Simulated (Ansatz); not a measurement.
**W in the bcc (W type) structure (space group Im-3m, No. 229)**

```xyz
1
Lattice="-1.5677 1.5677 1.5677 1.5677 -1.5677 1.5677 1.5677 1.5677 -1.5677" Properties=species:S:1:pos:R:3 pbc="T T T"
W      0.0000     0.0000     0.0000
```

Method: LDA/PAW in Ansatz (a program for electronic structure), without spin-orbit coupling. Settings: 21×21×21 k-points, 0.05 eV Fermi–Dirac smearing.

| Quantity | Value |
|---|---|
| Volume per atom | 15.41 Å³ |
| Density | 19.81 g/cm³ |
| Band gap | zero |
| Total energy | -10129.843 eV/atom (σ→0; compares only within this code and set-up) |

Whether these cells are dynamically stable was not tested. The final runs are not spin-polarised.
